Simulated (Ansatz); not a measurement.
The reference is SnO$_{2}$ in the rutile structure (space group P4_2/mnm, No. 136; a = 4.769 Å, c = 3.211 Å).

Levels (all Ansatz, a quantum-chemistry and plane-wave program, PAW, earlier PAW set): PBEsol (420 eV, without spin-orbit coupling); HSE06 (420 eV, scalar-relativistic without spin-orbit coupling).

Its gap is 0.92 eV with PBEsol and 2.76 eV with HSE06.

Modification: Ti takes the place of Sn on all its sites; the structure is relaxed again.

With PBEsol the gap becomes 1.87 eV.

If the HSE06 correction stayed the same, what would the HSE06 gap be, and what does the HSE06 run give?

A rigid correction of +1.84 eV gives 3.71 eV. The HSE06 run gives 3.40 eV, so the correction itself changes by -0.31 eV.

Single points use the geometry relaxed with PBEsol. Whether these cells are dynamically stable was not tested. All final runs are without spin polarisation.
